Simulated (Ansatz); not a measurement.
# A computed series for Ag: response to strain

Consider Ag in the fcc (Cu type) structure (space group Fm-3m, No. 225; a = 4.104 Å; relaxed with 0.1 eV smearing). Axes: x, y, z lie along the cube axes.

Strains are applied to the cell and any free atomic positions relax; under biaxial strain the out-of-plane vector relaxes too.

Computed with r2SCAN/PAW in Ansatz (a quantum-chemistry and plane-wave program), without spin-orbit coupling.

Notes on the quantities. energy relative to the base: free energy F; pressure: mean of the normal stresses, compression positive.

```csv
variant,out-of-plane strain,energy relative to the base,pressure
base,–,0 meV/atom,0.0 GPa
"biaxial strain +0.50 %, plane normal [001], relaxed out of plane",-0.76 %,+0.2 meV/atom,-0.2 GPa
"biaxial strain +1.00 %, plane normal [001], relaxed out of plane",-1.50 %,+0.8 meV/atom,-0.5 GPa
"biaxial strain +1.50 %, plane normal [001], relaxed out of plane",-2.28 %,+1.6 meV/atom,-0.6 GPa
"biaxial strain +2.00 %, plane normal [001], relaxed out of plane",-3.05 %,+2.8 meV/atom,-0.8 GPa
"biaxial strain +2.50 %, plane normal [001], relaxed out of plane",-3.83 %,+4.1 meV/atom,-0.9 GPa
"biaxial strain +3.00 %, plane normal [001], relaxed out of plane",-4.61 %,+5.7 meV/atom,-1.0 GPa
```

Whether these cells are dynamically stable was not tested.
